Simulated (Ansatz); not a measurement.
This Ansatz (an electronic-structure program) input is the reference run, SiC (space group P6_3mc, No. 186), computed with PBE, PAW, 420 eV (Ansatz; scalar-relativistic without spin-orbit coupling):

Ansatz 0.2 input:
```yaml
crystal:
  lattice:
    - [3.0941451541, 0, 0]
    - [-1.547072577, 2.6796083064, 0]
    - [0, 0, 10.1292611264]
  atoms:
    - { symbol: Si, position: [0, 0, 0.5003086686] }
    - { symbol: Si, position: [0, 0, 0.0003086686] }
    - { symbol: Si, position: [0.3333333333, 0.6666666667, 0.2502533868] }
    - { symbol: Si, position: [0.6666666667, 0.3333333333, 0.7502533868] }
    - { symbol: C, position: [0, 0, 0.3128545004] }
    - { symbol: C, position: [0, 0, 0.8128545004] }
    - { symbol: C, position: [0.3333333333, 0.6666666667, 0.0622134442] }
    - { symbol: C, position: [0.6666666667, 0.3333333333, 0.5622134442] }
basis: { ecutwfc: 420, ecutrho_ratio: 4, xc_grid: 2, fft_grid_basis: typed }
kpoints: { mp_grid: { grid: [12, 12, 4] } }
hamiltonian:
  xc: pbe
  dispersion: none
  pseudopotentials: { kind: paw }
scf: { occupations: { method: fermi_dirac, width: 0.05 }, convergence: { dr2_threshold: 0.0000000008 } }
output: { forces: true, stress: true }
checkpoint: { write: state.ck, write_every: 1000 }
```

**Question.** Write the input for this change: biaxial strain +2.25 %, plane normal [001], relaxed out of plane (Cartesian); in-plane vectors clamped, the third vector and the atoms free.

**Answer.** 
Ansatz 0.2 input:
```yaml
crystal:
  lattice:
    - [3.16376342, 0, 0]
    - [1.58188171, 2.7398994933, 0]
    - [0, 0, 10.0153069387]
  atoms:
    - { symbol: Si, position: [0, 0, 0.5003086686] }
    - { symbol: Si, position: [0, 0, 0.0003086686] }
    - { symbol: Si, position: [0.3333333333, 0.3333333333, 0.2502533868] }
    - { symbol: Si, position: [0.6666666667, 0.6666666667, 0.7502533868] }
    - { symbol: C, position: [0, 0, 0.3128545004] }
    - { symbol: C, position: [0, 0, 0.8128545004] }
    - { symbol: C, position: [0.3333333333, 0.3333333333, 0.0622134442] }
    - { symbol: C, position: [0.6666666667, 0.6666666667, 0.5622134442] }
basis: { ecutwfc: 420, ecutrho_ratio: 4, xc_grid: 2, fft_grid_basis: typed }
kpoints: { mp_grid: { grid: [12, 12, 4] } }
hamiltonian:
  xc: pbe
  dispersion: none
  pseudopotentials: { kind: paw }
scf: { occupations: { method: fermi_dirac, width: 0.05 } }
relax: { f_tol: 0.005, max_steps: 50, cell: { stress_tol: 0.01, fix: [a, b, gamma] } }
output: { forces: true, stress: true }
checkpoint: { write: state.ck, write_every: 1000 }
```
This is the input that was run; other choices of cell and start would serve too.

Stability against distortions was not tested.
